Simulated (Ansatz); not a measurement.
hcp Gd, treated with RPBE (Ansatz, a quantum-chemistry and plane-wave program, plane waves, PAW).

Run with plane-wave cutoff 520 eV, 18×18×10 k mesh (along the axes of the cell as run), Fermi–Dirac smearing 0.05 eV, spin-polarised with parallel moments, scalar-relativistic PAW data made under PBE.

Cell (measured lattice):

```cif
data_Gd2
_chemical_formula_sum 'Gd2'
_space_group_name_H-M_alt 'P 1'
_space_group_IT_number 1
_cell_length_a 3.63370
_cell_length_b 3.63370
_cell_length_c 5.78210
_cell_angle_alpha 90.000
_cell_angle_beta 90.000
_cell_angle_gamma 120.000
loop_
_space_group_symop_operation_xyz
  'x, y, z'
loop_
_atom_site_label
_atom_site_type_symbol
_atom_site_fract_x
_atom_site_fract_y
_atom_site_fract_z
_atom_site_occupancy
Gd1 Gd 0.33333 0.66667 0.25000 1
Gd2 Gd 0.66667 0.33333 0.75000 1
```
Starting moments (μB, in the order of the record's atoms Gd Gd): 7.0 7.0.

Question: What does this level give for the magnetic moment per atom (the cell's total over its atoms)?

Answer: 
* **magnetic moment per atom (the cell's total over its atoms)**: 7.69 μB

The run finds no gap.

Note: the 4f shell is treated without U or exact exchange, so its levels and filling can be wrong; the collinear magnetic order is the start's and need not be the measured one; cell and atoms aren't relaxed at this level (pressure 2.4 GPa).

Moments are spin moments.

Spin–orbit coupling is not included.
